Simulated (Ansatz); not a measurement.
CuI, pressure series

Take CuI in the zinc blende structure (space group F-43m, No. 216; a = 6.0793 Å) as the base.

Cell and atoms are relaxed at each pressure.

Levels (all Ansatz, a first-principles code, PAW): PBE (420 eV, no spin-orbit coupling); PBEsol (420 eV, scalar-relativistic without spin-orbit coupling).

The base cell above is that of PBE; each level relaxes its own structures.

```csv
case,"shift of the gap caused by the change, PBE","shift of the gap caused by the change, PBEsol"
pressure 0.9 GPa,+0.06 eV,+0.05 eV
pressure 2.1 GPa,+0.13 eV,?
pressure 4.5 GPa,+0.25 eV,?
pressure 9 GPa,+0.45 eV,+0.41 eV
pressure 15 GPa,+0.67 eV,+0.61 eV
pressure 22.5 GPa,+0.90 eV,+0.71 eV
pressure 30 GPa,+0.83 eV,?
```

Complete the table.


- pressure 2.1 GPa, shift of the gap caused by the change, PBEsol: +0.11 eV
- pressure 4.5 GPa, shift of the gap caused by the change, PBEsol: +0.23 eV
- pressure 30 GPa, shift of the gap caused by the change, PBEsol: +0.58 eV

The two levels differ by at most about 0.26 eV. They disagree on the order of pressure 30 GPa and pressure 15 GPa.

With I present, leaving out spin-orbit coupling can change the band edges. Load acts through the strain it causes; cell and atoms are relaxed under it. Whether these cells are dynamically stable was not tested. Tetrahedral semiconductors of this kind turn to denser phases somewhere between about 1 and 50 GPa; those were not computed, so compressed cells here can lie past the real transition. All final runs are without spin polarisation.
